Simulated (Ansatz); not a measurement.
Where the default PAW files enter, the runs use the earlier of Ansatz's two default sets.

Evanescent states of MoS2 (R3m, 3 atoms a cell, 17.2 Å³ an atom, 3 GPa at this level) along the normal of (100)

All values below come from r2SCAN (plane waves, PAW; Ansatz, a quantum-chemistry and plane-wave program).

The gap is the functional's own. No spin-orbit coupling. Mid-gap values are interpolated on the energy grid.

Energies count from the valence-band top; κ is the least over a 10×2 mesh across the current.

```tsv
E (eV)	κ (1/Å)	where
0.03	0.067	off Γ
0.09	0.117	off Γ
0.15	0.151	off Γ
0.21	0.178	off Γ
0.27	0.203	off Γ
0.33	0.208	off Γ
0.39	0.205	off Γ
0.45	0.201	off Γ
0.51	0.195	off Γ
0.57	0.189	off Γ
0.63	0.182	off Γ
0.69	0.166	off Γ
0.75	0.139	off Γ
0.81	0.102	off Γ
```

Task: How thick must the barrier be to attenuate the transmission by 10^8 when the electrodes' Fermi level lies at 0.15 eV, and what attenuation does that film give at 0.03 eV?

Result: d = 8 ln 10 / (2 × 0.151) = 61.0 Å. At 0.03 eV it gives 8 × 0.067/0.151 = 3.5 decades.
